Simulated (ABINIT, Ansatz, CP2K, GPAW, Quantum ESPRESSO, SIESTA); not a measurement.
## Code comparison for RbTeO₃ (Pm-3m, 5 atoms in the cell)

Self-consistent single point, at a second geometry (lattice scaled by 0.98). First geometry:

```xyz
5
Lattice="4.1677 0.0000 0.0000 0.0000 4.1677 0.0000 0.0000 0.0000 4.1677" Properties=species:S:1:pos:R:3 pbc="T T T"
Rb     0.0000     0.0000     0.0000
Te     2.0839     2.0839     2.0839
O      2.0839     2.0839     0.0000
O      0.0000     2.0839     2.0839
O      2.0839     0.0000     2.0839
```

Shared settings, as Ansatz (a program for electronic structure) writes them: kpoints.mp_grid.grid = 6 6 6; scf.occupations.method = gaussian; scf.occupations.width = 0.0073 Ry. Potentials and cutoffs stand in the table.

| code | model | ΔF from the first geometry (meV/atom) | pressure (GPa) | cutoff |
|---|---|---|---|---|
| SIESTA | GGA PBEsol, numerical atomic orbitals DZP, PseudoDojo PBEsol standard norm-conserving potentials (rewritten from UPF to PSML) | 31.7 | 10.75 | grid 400 Ry |
| GPAW | PBEsol, GPAW PAW datasets PBEsol (made by gpaw-setup) | -10.4 | – | 950 eV |
| CP2K | PBEsol, GPW, DZVP-MOLOPT-SR-GTH basis, GTH-PBE potentials (GTH_POTENTIALS) | 39.2 | 12.33 | grid 500 Ry |
| Quantum ESPRESSO | PBEsol, GBRV 1.5 ultrasoft (PBESOL) pseudopotentials | 27.0 | 10.08 | 40 Ry |
| Ansatz | PBEsol, PAW files made with PBE | -1.6 | 3.65 | default |
| ABINIT | PBEsol, norm-conserving pseudopotentials (PseudoDojo nc-sr-04 PBEsol standard) | -3.0 | 3.70 | 42 Ha |

A dash marks a value that a program does not give, or that is left out as unsure.

On Ansatz's run: spin-orbit coupling is off.

The spread over the programs that give each value: ΔF from the first geometry within 49.6 meV/atom; pressure within 8.68 GPa.

SIESTA and CP2K use small atom-centred bases, whose incompleteness enters pressures, forces and empty levels differently from a plane-wave cutoff. Ansatz's pressure is given at a fixed set of plane waves, as the other plane-wave codes print theirs; with its correction for the finite basis it is 4.01 GPa (the shift of 0.36 GPa shows how far the cutoff is from converged). The pressure of GPAW is left out: its cutoff lies under the one at which its stress was checked. In the pressure, SIESTA (by 7.06), CP2K (by 8.64) and Quantum ESPRESSO (by 6.39) lie more than 1 GPa from the median of the plane-wave programs.

The starting cell comes from a database of computed structures (which also holds hypothetical and non-ambient phases and stackings), without a prior relaxation at this level. Its lattice was rescaled by a random factor within 2.5 % of one. For this run, on top of that: lattice scaled by 0.98.

Left out of this page: Elk and FLEUR (not drawn, or without a comparable value).

Keys are those of Ansatz 0.2.
